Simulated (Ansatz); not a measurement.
An Ansatz (a quantum-chemistry and plane-wave program) input (Ansatz, r2SCAN, PAW, cutoff 500 eV, no SOC, earlier PAW set):

Ansatz 0.2 input:
```yaml
crystal:
  lattice:
    - [-2.9440944463, 2.9440944463, 1.6030105331]
    - [2.9440944463, -2.9440944463, 1.6030105331]
    - [2.9440944463, 2.9440944463, -1.6030105331]
  atoms:
    - { symbol: Sn, position: [0.75, 0.25, 0.5] }
    - { symbol: Sn, position: [0, 0, 0] }
basis: { ecutwfc: 500, ecutrho_ratio: 4, xc_grid: 4, fft_grid_basis: typed }
kpoints: { mp_grid: { grid: [21, 21, 21] } }
hamiltonian:
  xc: r2scan
  dispersion: none
  pseudopotentials: { azcp: { folder: ./paw }, kind: paw }
scf: { occupations: { method: fermi_dirac, width: 0.1 }, convergence: { dr2_threshold: 0.0000000002 } }
relax: { f_tol: 0.005, max_steps: 50 }
output: { forces: true, stress: true }
checkpoint: { write: state.ck, write_every: 1000 }
```

Which symmetry and how many k-points will the program report, and about how many plane waves at Γ?

Space group I41/amd (ITA 141) with 16 operations, k-points 726 of 9261, and 1389 plane waves at Γ.

And the final pressure?

-0.30 GPa (compression positive).

The cells carry an imposed strain or load. Whether these cells are dynamically stable was not tested. The cell was made from Sn (space group I4_1/amd, No. 141) by this change: uniaxial strain ε_zz = +0.59 %.
